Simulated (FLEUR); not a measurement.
# Converging the basis cutoff: K (Im-3m, 1 atom in the cell)

```xyz
1
Lattice="-2.6532 2.6532 2.6532 2.6532 -2.6532 2.6532 2.6532 2.6532 -2.6532" Properties=species:S:1:pos:R:3 pbc="T T T"
K      0.0000     0.0000     0.0000
```

Computed with PBE, all-electron FLAPW (FLEUR), scalar-relativistic valence run with FLEUR.

Base settings: Kmax = 3.8 1/bohr; GmaxXC = 15.2 1/bohr; xcFunctional = pbe; jspins = 1; l_soc = F; mode = hist; fermiSmearingEnergy = 0.00367493 Htr; mesh (inpgen div1-3) = 3 3 3; inpgen gamma flag = false; Gmax = 15.2 1/bohr.

Moved along: Gmax, GmaxXC.

The second cell is the first with its lattice scaled by 0.98.

The mesh stays at the base's, so the ladder's end is converged at best in this setting alone.

Only quantities that move along the ladder and can be compared are tabulated.

The starting cell has typed, rounded lattice constants, without a prior relaxation at this level. Its lattice was rescaled by up to half a per cent. Values depend on the basis (sphere radii, cutoffs, local orbitals), which need not be converged.

Steps (Kmax): 2.25 1/bohr; 2.4 1/bohr; 2.55 1/bohr; 2.69 1/bohr; 2.82 1/bohr; 2.94 1/bohr; 3.18 1/bohr; 3.4 1/bohr; 3.6 1/bohr; 3.8 1/bohr; 3.99 1/bohr; 4.16 1/bohr; 4.42 1/bohr; 4.65 1/bohr; 5.03 1/bohr.

**Question.** What is the coarsest Kmax that holds the free energy within 1 meV/atom of the last step, with all finer ones?

**Answer.** 3.6 1/bohr; the step before is off by 2.0 meV/atom.

**Question.** What is the coarsest Kmax that holds the energy of the compressed cell less the first within 0.2 meV/atom of the last step, with all finer ones?

**Answer.** 3.6 1/bohr; the step before is off by 0.25 meV/atom.

| Kmax | free energy less the last step's (meV/atom) | energy of the compressed cell less the first (meV/atom) |
|---|---|---|
| 2.25 1/bohr | 411.09 | -0.63 |
| 2.4 1/bohr | 232.76 | -20.61 |
| 2.55 1/bohr | 120.27 | 0.52 |
| 2.69 1/bohr | 65.86 | -3.72 |
| 2.82 1/bohr | 32.77 | -0.39 |
| 2.94 1/bohr | 18.67 | -0.32 |
| 3.18 1/bohr | 5.92 | -1.45 |
| 3.4 1/bohr | 1.99 | -1.62 |
| 3.6 1/bohr | 0.64 | -1.33 |
| 3.8 1/bohr | 0.23 | -1.38 |
| 3.99 1/bohr | 0.09 | -1.38 |
| 4.16 1/bohr | 0.05 | -1.38 |
| 4.42 1/bohr | 0.03 | -1.38 |
| 4.65 1/bohr | 0.01 | -1.38 |
| 5.03 1/bohr | 0.00 | -1.37 |

The energy difference between the two cells stays within 1 meV/atom of the last step's from 3.18 1/bohr on, the total only from 3.6 1/bohr on: much of the error is common to both cells and cancels.

Two neighbours can agree and both be off: 2.82 1/bohr and 2.94 1/bohr differ by 0.07 meV/atom in the energy of the compressed cell less the first, yet lie about 1.1 meV/atom from the last step.
